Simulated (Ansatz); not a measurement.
# A computed series for Zr: response to strain

Take Zr in the hcp (Mg type) structure (space group P6_3/mmc, No. 194; a = 3.182 Å, c = 5.124 Å; relaxed with 0.1 eV smearing) as the base. Axes: x lies along a and z along c of the hexagonal cell.

Strains are applied to the cell and any free atomic positions relax.

Level of theory: PBEsol/PAW in Ansatz (a first-principles code), spin-orbit coupling left out.

Notes on the quantities. pressure: mean of the normal stresses, compression positive; energy relative to the base: free energy F.

```tsv
change	pressure	energy relative to the base	largest internal atomic displacement	volume per atom
base	0.0 GPa	0 meV/atom	–	22.47 Å³
uniaxial strain ε_xx = −3.00 %	2.9 GPa	+8.6 meV/atom	0.057 Å	21.80 Å³
uniaxial strain ε_xx = −2.00 %	1.9 GPa	+3.8 meV/atom	0.035 Å	22.02 Å³
uniaxial strain ε_xx = −1.50 %	1.5 GPa	+2.2 meV/atom	0.025 Å	22.13 Å³
uniaxial strain ε_xx = −0.50 %	0.5 GPa	+0.2 meV/atom	–	22.36 Å³
uniaxial strain ε_xx = +0.50 %	-0.5 GPa	+0.2 meV/atom	–	22.58 Å³
uniaxial strain ε_xx = +1.00 %	?	?	?	22.69 Å³
uniaxial strain ε_xx = +1.50 %	-1.4 GPa	+2.1 meV/atom	0.019 Å	22.81 Å³
uniaxial strain ε_xx = +2.00 %	-1.8 GPa	+3.7 meV/atom	0.025 Å	22.92 Å³
uniaxial strain ε_xx = +3.00 %	-2.7 GPa	+8.2 meV/atom	0.035 Å	23.14 Å³
```

Question: Fill in the withheld entries from the trend.

Answer: 
- uniaxial strain ε_xx = +1.00 %, pressure: -0.9 GPa
- uniaxial strain ε_xx = +1.00 %, energy relative to the base: +0.9 meV/atom
- uniaxial strain ε_xx = +1.00 %, largest internal atomic displacement: 0.013 Å

Whether these cells are dynamically stable was not tested. The final runs are not spin-polarised.
